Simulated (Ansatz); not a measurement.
An Ansatz (an electronic-structure program) run: TiO2 with a change (pressure 4.5 GPa); PBE/PAW in Ansatz, without spin-orbit coupling.

Input:

Ansatz 0.2 input:
```yaml
crystal:
  lattice:
    - [4.6241514351, 0, 0]
    - [0, 4.6241514351, 0]
    - [0, 0, 2.9586829074]
  atoms:
    - { symbol: Ti, position: [0, 0, 0] }
    - { symbol: Ti, position: [0.5, 0.5, 0.5] }
    - { symbol: O, position: [0.3047230112, 0.3047230112, 0] }
    - { symbol: O, position: [0.8047230112, 0.1952769888, 0.5] }
    - { symbol: O, position: [0.1952769888, 0.8047230112, 0.5] }
    - { symbol: O, position: [0.6952769888, 0.6952769888, 0] }
basis: { ecutwfc: 420, ecutrho_ratio: 4, xc_grid: 2, fft_grid_basis: typed }
kpoints: { mp_grid: { grid: [7, 7, 11] } }
hamiltonian:
  xc: pbe
  dispersion: none
  pseudopotentials: { kind: paw }
scf: { occupations: { method: fermi_dirac, width: 0.05 } }
relax: { f_tol: 0.01, max_steps: 60, cell: { stress_tol: 0.02, p_target: 4.5 } }
output: { forces: true, stress: true }
checkpoint: { write: state.ck, write_every: 1000 }
```

Output (explanatory and most iteration lines left out):

```
Relaxation: its limit of steps is 60 (relax.max_steps)
Pseudopotential: Ti, paw, valence charge 12
Pseudopotential: O, paw, valence charge 6
Crystal: 6 atoms, lattice volume = 63.265 Å³
Basis set: ecut = 420 eV, 1217 PW (Γ), exchange–correlation on 64×64×40 points (8 copies of the dense FFT grid, shifted against one another)
Bands: 30, of which v1, the nominal top of the filled ones, is band 24 counted from 1 (23 counted from 0)
Symmetry: 16 space group operations
Space group: P42/mnm (ITA 136), of the structure as read, at distance tolerance 4.0e-5 Å
k-points: 60 of 539
Functional: x = pbe(κ = 0.804, μ = 0.2195149727645171), c = pbe(β = 0.06672455060314922)
SCF iter   1: F=—  HF=-7277.300036 eV  |F-HF|=—  |Δ(HF+E_count)|=         —  Δρ=2.24e-3  dr2=2.06e-3  ethr=1.77e-3  ⟨swp⟩=5.1  Hψ=7195  notcnv=0
SCF iter   2: F=—  HF=-7277.300715 eV  |F-HF|=—  |Δ(HF+E_count)|=   6.79e-4  Δρ=1.37e-3  dr2=6.54e-4  ethr=4.30e-6  ⟨swp⟩=2.6  Hψ=3553  notcnv=0
SCF 1 converged in 6 iterations: F = -7277.301118 eV  dr2 = 6.99e-8
relax step   1: F+E_penalty+E_count = -7277.30111774 eV  Δ(F+E_penalty+E_count) = +0.000e0 eV  max|allowed force component| = 8.119e-5 eV/Å  Δτ_max = 0.0000 Å  P = +2.098 GPa  Ω = 63.265 Å³  (6 SCF iters, dr2 threshold 1.00e-7 eV, accepted)
[... steps on the carried basis left out ...]
relax step   8: F+E_penalty+E_count = -7277.28705273 eV  Δ(F+E_penalty+E_count) = +1.257e-4 eV  max|allowed force component| = 9.098e-5 eV/Å  Δτ_max = 0.0000 Å  P = +4.496 GPa  Ω = 62.580 Å³  stress off target by 4.08e-3 GPa  SCF on the basis re-selected at this cell (its energy is not comparable with the rows above)  (6 SCF iters)
SCF converged after 6 iterations
Free energy (F): -7277.287053 eV
Internal energy: -7277.287053 eV  (E = F + TS)
E sigma→0 (E₀):  -7277.287053 eV
Fermi energy:    10.010162 eV
--- Forces (eV/Å), atoms counted from 1 ---
  atom   1  Ti    -0.00000000    -0.00000000    -0.00000000
  atom   2  Ti    -0.00000000     0.00000000     0.00000000
  atom   3  O      0.00009098     0.00009098    -0.00000000
  atom   4  O      0.00009098    -0.00009098    -0.00000000
  atom   5  O     -0.00009098     0.00009098     0.00000000
  atom   6  O     -0.00009098    -0.00009098     0.00000000
--- Stress (GPa, compression-positive) ---
        4.495919       0.000000       0.000000
        0.000000       4.495919       0.000000
        0.000000       0.000000       4.496394
  P = ⅓ Tr σ = 4.4961 GPa (44.961 kbar)
--- Relaxed structure (6 steps of the walk, 6 accepted, 2 SCFs on fresh bases) ---
  cell:  # Å, volume = 62.5796 Å³
    - [4.6035522701676985, 1.2397479719772699e-34, 0.0]
    - [1.2397479719772699e-34, 4.6035522701676985, 0.0]
    - [0.0, 0.0, 2.952886648541129]
  atoms:
    - { symbol: Ti, position: [-1.563100729870536e-20, 1.1723255474029023e-20, 0.0] }
    - { symbol: Ti, position: [0.5, 0.5, 0.5000000000000001] }
    - { symbol: O, position: [0.3043170490784815, 0.3043170490784815, 0.0] }
    - { symbol: O, position: [0.8043170490784816, 0.19568295092151858, 0.5000000000000001] }
    - { symbol: O, position: [0.19568295092151858, 0.8043170490784816, 0.5000000000000001] }
    - { symbol: O, position: [0.6956829509215186, 0.6956829509215186, 0.0] }
```

Load acts through the strain it causes; cell and atoms are relaxed under it. Whether these cells are dynamically stable was not tested. The final runs are not spin-polarised. The cell was made from TiO2 in the rutile structure (space group P4_2/mnm, No. 136) by this change: pressure 4.5 GPa.
